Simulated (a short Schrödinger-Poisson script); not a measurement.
From a short Schrödinger-Poisson script (our own, NumPy): 1D Poisson equation in equilibrium, electrons quantum, Hartree (BenDaniel-Duke, 12 states a valley, the channel's in-plane mass for all, wave functions free to enter the dielectric), parabolic valleys, classical holes, full ionisation, no traps, pinning or gate leakage.

Stack: MOS inversion layer, SiO2 on p-type Si(100), at 300 K.

From the gate side: 1.8 nm SiO2; 470 nm Si, acceptors 8.3e17 cm⁻³.

Constants are typed, rounded textbook-type inputs, not results; the design itself was drawn at random and stands for no fabricated device. SiO2: permittivity 3.9, conduction-band edge (eV) 3.15, gap (eV) 9, electron mass (mₑ) 0.5. Si: permittivity 11.7, conduction-band edge (eV) 0, gap (eV) 1.124, Nv at 300 K (cm⁻³) 3.1e19.

Channel valleys (confinement mass, in-plane density-of-states mass, number): Δ2 0.916, 0.19, 2; Δ4 0.19, 0.417, 4. At the gate the conduction-band edge of layer 1 lies 3.32 eV − eVg above the Fermi level of the channel; the field vanishes at the back. Gaps are held at their typed values at every temperature. Mesh 0.03 nm at interfaces.

Problem. Give the gate voltage at 1e11 electrons/cm² (V); the capacitance at Vg = 1.15 V (μF/cm²); the centroid of the channel electrons at Vg = 1.15 V (nm).

Solution. gate voltage at 1e11 electrons/cm² (V): 0.45; capacitance at Vg = 1.15 V (μF/cm²): 1.56; centroid of the channel electrons at Vg = 1.15 V (nm): 1.34.
